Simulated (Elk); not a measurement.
Elk 10.2.4, DFT, PBE, spin-polarised, all-electron FP-LAPW, Elk's shipped species files: a generated cell (prototype structure at a guessed volume, not a measured phase) of LaV (space group Pm-3m), 2 atoms, spin-polarised from a ferromagnetic start. Basis and mesh were picked for this test and aren't claimed converged.

```yaml
cell: 3.68, 3.68, 3.68 Å; 90, 90, 90°
task: ground state
xctype: 20
spinpol: true
reducebf: 0.5
swidth: 0.004 Hartree
k mesh (ngridk): 6×6×6
maxscl: 100
rgkmax: 7 (default)
empty states an atom (nempty): 4 (default)
epspot (Hartree): 1e-06 (default)
epsengy (Hartree): 0.0001 (default)
k-points after symmetry (for each spin): 20
largest_matrix_size: 162
valence_states: 40
```

Settings of this run: mixtype = 0, beta0 = 0.1, tefvit = false; 4 threads, 1 BLAS thread.

```tsv
loop	total energy (Hartree)	RMS change in potential
1	-9452.57941995	-
2	-9452.65835322	1.545082637
3	-9452.29183194	1.390614770
4	-9451.92337272	1.251557930
5	-9451.56112417	1.126394355
6	-9451.21071104	1.013739329
7	-9450.87644634	0.9123457482
8	-9450.56032602	0.8210905644
9	-9450.26219298	0.7389670829
10	-9449.98287672	0.6650609656
11	-9449.72574362	0.5985339377
12	-9449.48656470	0.5386668616
13	-9449.26451555	0.4847939574
14	-9449.06269893	0.4362979775
…	…	…
51	-9447.10154002	0.8835084519E-02
52	-9447.09719826	0.7951215696E-02
53	-9447.09327907	0.7155781851E-02
54	-9447.08976469	0.6439893750E-02
55	-9447.08658916	0.5795633667E-02
56	-9447.08374038	0.5215818099E-02
57	-9447.08116680	0.4694005149E-02
58	-9447.07885962	0.4224384792E-02
…	…	…
93	-9447.05844529	0.1054839150E-03
94	-9447.05838821	0.9492884423E-04
95	-9447.05833864	0.8542517257E-04
96	-9447.05829457	0.7688131434E-04
97	-9447.05825975	0.6917995282E-04
98	-9447.05821858	0.6226278482E-04
99	-9447.05818826	0.5603220381E-04
100	-9447.05816472	-
```

The run ended without self-consistency in 100 loops.

Q: What should be changed so that self-consistency is reached?

A: One answer among several that fit: mixtype = 1 (41 self-consistent loops), all else kept. The other changes of this size gave: beta0 = 0.3 (not converged). With more settings changed, the fewest of all runs of this system: mixtype = 3 (default), beta0 = not set, mixsdb = 3, broydpm = [0.4, 0.15] (default) (19). Counts are of single runs.
